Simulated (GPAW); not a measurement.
Band structure of RbHgO3 (Pm-3m, 5 atoms in the cell).

```yaml
crystal:
  lattice:
    - [4.39356, 0.00000, 0.00000]
    - [0.00000, 4.39356, 0.00000]
    - [0.00000, 0.00000, 4.39356]
  atoms:
    - { symbol: Rb, position: [0.00000, 0.00000, 0.00000] }
    - { symbol: Hg, position: [0.50000, 0.50000, 0.50000] }
    - { symbol: O, position: [0.50000, 0.50000, 0.00000] }
    - { symbol: O, position: [0.50000, 0.00000, 0.50000] }
    - { symbol: O, position: [0.00000, 0.50000, 0.50000] }
```

Method: PBEsol, GPAW PAW datasets PBEsol (made by gpaw-setup) (plane waves; GPAW 25.7.0).

Settings: mode = pw; ecut = 900 eV; xc = PBEsol; kpts = 5 5 5; mesh shift (steps) = 0 0 0; occupations.name = fermi-dirac; occupations.width = 0.05 eV; nbands = -13; convergence.forces = 0.001 eV/Å; symmetry.symmorphic = false; symmetry.tolerance = 0.0005; maxiter = 100; bandpath_npoints = 40.

The starting cell comes from a database of computed structures (which also holds hypothetical and non-ambient phases and stackings), without a prior relaxation at this level. Its lattice was rescaled by a random factor within 2.5 % of one. Spin-orbit coupling is off.

Levels in eV from the Fermi level, bands 19 to 26:
```csv
point,19,20,21,22,23,24,25,26
Γ,-0.49,-0.49,-0.49,-0.35,-0.35,-0.35,2.32,7.98
X,-1.27,-0.74,-0.55,-0.55,-0.12,-0.12,5.68,8.12
M,-0.71,-0.71,-0.29,-0.29,0.13,1.88,7.12,9.74
R,-0.39,0.15,0.15,0.15,1.88,1.88,7.81,7.81
```

Bands cross the Fermi level along this path, so the cell is metallic at this level.
